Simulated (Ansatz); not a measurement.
Input and output of a self-consistent single point for TiTeSe (P3m1, 3 atoms in the cell) (Ansatz, a first-principles code).

Computed with PBEsol, default PAW files made with PBE (plane waves; Ansatz).

```
TiTeSe
1.0
    3.66892     0.00000     0.00000
   -1.83446     3.17737     0.00000
    0.00000     0.00000     6.60556
Ti Te Se
1 1 1
Direct
  0.00000   0.00000   0.97872
  0.66667   0.33333   0.25167
  0.33333   0.66667   0.76962
```

Reference input (self-consistent single point, DFT, PBEsol, plane waves, default PAW files made with PBE): basis.ecutwfc = 420 eV; kpoints.mp_grid.grid = 10 10 5; hamiltonian.xc = pbesol; hamiltonian.pseudopotentials = {kind: paw} (the program's default PAW files); scf.occupations.method = gaussian; scf.occupations.width = 0.2 eV. This run's input differs from it in these lines:

Ansatz 0.2 input:
```diff
@@ -13,3 +13,3 @@
   mp_grid:
-    grid: [10, 10, 5]
+    grid: [7, 7, 4]
 hamiltonian:
@@ -21,3 +21,3 @@
     method: gaussian
-    width: 0.2
+    width: 0.3
 output:
```

Log, with long lists cut:

```
SCF iter   1: F=—  HF=-14802.417177 eV  |F-HF|=—  |Δ(HF+E_count)|=         —  Δρ=4.82e-3  dr2=2.60e-2  ethr=1.77e-3  ⟨swp⟩=5.1  Hψ=3081  notcnv=0
all-band conjugate gradients solve this SCF's bands
preconditioner: auto → LDOS
SCF iter   2: F=—  HF=-14802.416755 eV  |F-HF|=—  |Δ(HF+E_count)|=   4.22e-4  Δρ=4.79e-3  dr2=3.19e-2  ethr=5.92e-5  ⟨swp⟩=2.2  Hψ=1533  notcnv=0
SCF iter   3: F=—  HF=-14802.411998 eV  |F-HF|=—  |Δ(HF+E_count)|=   4.76e-3  Δρ=1.05e-3  dr2=2.16e-3  ethr=5.92e-5  ⟨swp⟩=2.3  Hψ=1075  notcnv=0
SCF iter   4: F=—  HF=-14802.411790 eV  |F-HF|=—  |Δ(HF+E_count)|=   2.08e-4  Δρ=1.91e-4  dr2=7.65e-5  ethr=4.91e-6  ⟨swp⟩=1.9  Hψ=820  notcnv=0
SCF iter   5: F=—  HF=-14802.411782 eV  |F-HF|=—  |Δ(HF+E_count)|=   8.41e-6  Δρ=4.87e-5  dr2=1.85e-6  ethr=1.74e-7  ⟨swp⟩=2.0  Hψ=1202  notcnv=0
SCF iter   6: F=-14802.411781 eV  HF=-14802.411781 eV  |F-HF|=5.81e-9  |Δ(HF+E_count)|=   2.61e-7  Δρ=1.11e-5  dr2=6.75e-8  ethr=2.27e-10  ⟨swp⟩=4.7  Hψ=3953  notcnv=0
SCF 1 converged in 6 iterations: F = -14802.411781 eV  dr2 = 6.75e-8
Free energy (F): -14802.411781 eV
Internal energy: -14802.360797 eV  (E = F + TS)
E sigma→0 (E₀):  -14802.386289 eV
Entropy (-TS):   -0.050984 eV (-16.995 meV/atom)
Fermi energy:    9.031625 eV
--- Forces (eV/Å), atoms counted from 1 ---
  atom   1  Ti    -0.00000000     0.00000000    -0.10088539
  atom   2  Te     0.00000000    -0.00000000     0.15627147
  atom   3  Se    -0.00000000     0.00000000    -0.05545462
--- Stress (GPa, compression-positive) ---
       -2.523558      -0.000000      -0.000000
       -0.000000      -2.523558       0.000000
       -0.000000       0.000000      -0.351825
  P = ⅓ Tr σ = -1.7996 GPa (-17.996 kbar)
  The stress holds the Pulay correction. Without it, at fixed plane waves, as pw.x and ABINIT print it: P = -1.8188 GPa
```

The run converged in 6 iterations. Against the reference run the free energy drops by 4.1 meV/atom, the pressure moves little (-1.83 to -1.80 GPa) and the largest force goes from 0.146 to 0.156 eV/Å.

The starting cell comes from a database of computed structures (which also holds hypothetical and non-ambient phases and stackings), without a prior relaxation at this level. Its lattice was rescaled by a random factor within 2.5 % of one. Spin-orbit coupling is off. Spin polarisation is off, so a magnetic state, if there is one, cannot be reached. Ansatz's pressure includes its estimate of the finite-basis (Pulay) stress.
